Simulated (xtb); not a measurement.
xtb 6.7.1, GFN1-xTB: Ge(NHtBu)3(NMe2) (C[N](C)[Ge]([NH]C(C)(C)C)([NH]C(C)(C)C)[NH]C(C)(C)C), 55 atoms. The geometry is a generated start, not checked to be a minimum at this level.

```yaml
run_flags: --grad
method: GFN1-xTB
"--acc": 1 (default)
"--etemp (K)": 300 (default)
basis_functions: 154
valence_electrons: 116
```

One run each on 1 thread. Values of broydamp tried: 0.02, 0.05, 0.1, 0.2, 0.4 (default), 0.6, 0.8, 1.

How does the count of SCC iterations change with broydamp, and where is it least?

Fewest SCC iterations, within one of each other: 0.1 with 14, 0.2 with 14, 0.4 (default) with 13. The count rises to 20 at 0.02. All converge to one solution.

```
broydamp       SCC iterations            end
-------------  --------------  -------------
0.02                       20  same solution
0.05                       19  same solution
0.1                        14  same solution
0.2                        14  same solution
0.4 (default)              13  same solution
0.6                        15  same solution
0.8                        16  same solution
1                          16  same solution
```
